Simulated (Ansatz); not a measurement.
Take CdGeAs2 in the chalcopyrite structure (space group I-42d, No. 122; a = 6.0477 Å, c = 11.4884 Å) as the base. Axes: x, y, z lie along a, b, c of the conventional cell.

All numbers come from plane-wave PAW DFT at the PBE level (Ansatz, a first-principles code, 420 eV), no spin-orbit coupling.

Base values:

The pressure is -0.01 GPa.

The change: compressive biaxial strain of 1.50 % in the plane normal to [001], as in epitaxy on a mismatched substrate; the out-of-plane cell vector and the atoms relax.

What does the calculation give for the ratio −ε⊥/ε∥, energy relative to the base and pressure after the change?

The ratio −ε⊥/ε∥ is 1.14; the energy rises by 2.7 meV/atom; the pressure (mean of the normal stresses, compression positive) rises by 0.76 GPa, from -0.01 GPa to 0.75 GPa.

No phonon test of stability was made.
